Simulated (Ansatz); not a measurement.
Consider Pt in the simple cubic structure (space group Pm-3m, No. 221; a = 2.6241 Å; a hypothetical phase, not in the database extracts checked).

Method: PBE/PAW in Ansatz (a quantum-chemistry and plane-wave program), no spin-orbit coupling.

One change was made to it. Results:

The density grows by 0.28 g/cm³ (17.93 g/cm³ → 18.21 g/cm³); the shortest interatomic distance falls by 0.013 Å to 2.611 Å.

Question: What was done to the base?
A. pressure 10 GPa
B. pressure 0.7 GPa
C. pressure 3 GPa

Answer: C, pressure 3 GPa. For comparison, the density in the other runs: pressure 10 GPa gives 18.79 g/cm³; pressure 0.7 GPa gives 18.00 g/cm³.

Load acts through the strain it causes; cell and atoms are relaxed under it. Stability against distortions was not tested. Competing high-pressure phases were not computed. All final runs are without spin polarisation.
